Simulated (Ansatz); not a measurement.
System: TiO₂ (Pbca, No. 61). Method: PBE in Ansatz (plane waves, PAW).

Numerical settings: plane-wave cutoff 500 eV, 8×6×8 k mesh (along the axes of the cell as run), Fermi–Dirac smearing 0.05 eV, no spin polarisation, scalar-relativistic PAW data made under PBE.

Cell (relaxed at this level):

```yaml
crystal:
  lattice:
    - [5.17064, 0.00000, 0.00000]
    - [0.00000, 9.25773, 0.00000]
    - [0.00000, 0.00000, 5.50393]
  atoms:
    - { symbol: Ti, position: [0.13793, 0.37103, 0.40821] }
    - { symbol: Ti, position: [0.86207, 0.62897, 0.59179] }
    - { symbol: Ti, position: [0.36207, 0.62897, 0.90821] }
    - { symbol: Ti, position: [0.63793, 0.37103, 0.09179] }
    - { symbol: Ti, position: [0.63793, 0.12897, 0.59179] }
    - { symbol: Ti, position: [0.36207, 0.87103, 0.40821] }
    - { symbol: Ti, position: [0.86207, 0.87103, 0.09179] }
    - { symbol: Ti, position: [0.13793, 0.12897, 0.90821] }
    - { symbol: O, position: [0.46404, 0.27023, 0.39180] }
    - { symbol: O, position: [0.53596, 0.72977, 0.60820] }
    - { symbol: O, position: [0.03596, 0.72977, 0.89180] }
    - { symbol: O, position: [0.96404, 0.27023, 0.10820] }
    - { symbol: O, position: [0.96404, 0.22977, 0.60820] }
    - { symbol: O, position: [0.03596, 0.77023, 0.39180] }
    - { symbol: O, position: [0.53596, 0.77023, 0.10820] }
    - { symbol: O, position: [0.46404, 0.22977, 0.89180] }
    - { symbol: O, position: [0.81709, 0.01016, 0.85165] }
    - { symbol: O, position: [0.18291, 0.98984, 0.14835] }
    - { symbol: O, position: [0.68291, 0.98984, 0.35165] }
    - { symbol: O, position: [0.31709, 0.01016, 0.64835] }
    - { symbol: O, position: [0.31709, 0.48984, 0.14835] }
    - { symbol: O, position: [0.68291, 0.51016, 0.85165] }
    - { symbol: O, position: [0.18291, 0.51016, 0.64835] }
    - { symbol: O, position: [0.81709, 0.48984, 0.35165] }
```

Problem. What does this level give for the band gap?

Solution. 
band gap: 2.39 eV (on the SCF k mesh)

Measured, for comparison: band gap 3.26 eV (temperature not stated, no zero-point or thermal correction; as tabulated in Wikipedia's data pages). Computed (rounded) less measured: band gap -0.87 eV.

Note: the relaxation could not lower the start's symmetry, so the cell can be a saddle point above a distorted one.

Computed values are for the static lattice.

It cost around 50 core-minutes (rough) of CPU time.

Ansatz is a first-principles code.
